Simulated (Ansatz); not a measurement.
Given:

```yaml
crystal:
  lattice:
    - [0.00000, 2.37584, 2.37584]
    - [2.37584, 0.00000, 2.37584]
    - [2.37584, 2.37584, 0.00000]
  atoms:
    - { symbol: Hf, position: [0.00000, 0.00000, 0.00000] }
    - { symbol: O, position: [0.25000, 0.25000, 0.25000] }
    - { symbol: O, position: [0.75000, 0.75000, 0.75000] }
```

No spin polarisation.

All numbers come from r2SCAN/PAW in Ansatz (a first-principles code), scalar-relativistic without spin-orbit coupling. Settings: 11×11×11 k-points, 0.05 eV Fermi–Dirac smearing.

Q: Estimate the electron mass.

A: 0.95 mₑ along k, 0.68 mₑ across (at X).

Q: What is the computed width of the top valence band?

A: 2.10 eV.

With Hf present, leaving out spin-orbit coupling can change the band edges. The levels and masses belong to the bands next to the band gap. Load acts through the strain it causes; cell and atoms are relaxed under it. Effective masses come from finite differences of ±0.01 Å⁻¹. Along k means along the line from Γ to the band edge. Whether these cells are dynamically stable was not tested. No other phases were tried under pressure. The cell was made from HfO2 in the fluorite structure (space group Fm-3m, No. 225) by this change: pressure 75 GPa. This is not the structure that HfO2 has at room temperature and ambient pressure.
